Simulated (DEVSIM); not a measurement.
Structure: abrupt GaAs n-p junction, at 300 K.

Layer 1 from the left is GaAs, thickness (μm) 0.0240, Nd (cm⁻³) 7e16, τn (s) 2.4e-9, τp (s) 2.4e-9. Layer 2 from the left is GaAs, thickness (μm) 0.870, Na (cm⁻³) 6.1e17, τn (s) 2.4e-9, τp (s) 2.4e-9.

Left contact: ohmic. Right contact: ohmic. Voltage is applied to the left contact. Recombination: SRH at mid-gap. Mobility is μmin + (μ − μmin)/(1 + (N/Nref)^α).

This is a model device: material constants are rounded textbook-type values typed into the input, and sizes, dopings and lifetimes were drawn at random. Values at 300 K.

GaAs: gap (eV) 1.424, affinity (eV) 4.07, permittivity 12.9, Nc (cm⁻³) 4.7e17, Nv (cm⁻³) 9e18, μn (cm²/Vs) 8500, μp (cm²/Vs) 400, μn,min 500, μp,min 20, Nref,n 6e16, Nref,p 1.5e17, αn 0.39, αp 0.38.

DEVSIM, 1D drift-diffusion, Boltzmann statistics, complete ionisation; no tunnelling, impact ionisation, image-force lowering or self-heating.

Task: What does the simulation give for the largest field in the device at zero bias, the dark forward voltage at 1 A/cm², the dark forward voltage at 100 A/cm², the potential step across the device at zero bias?

Result: largest field in the device at zero bias 310000 V/cm; dark forward voltage at 1 A/cm² 0.925 V; dark forward voltage at 100 A/cm² 1.055 V; potential step across the device at zero bias 1.305 V.
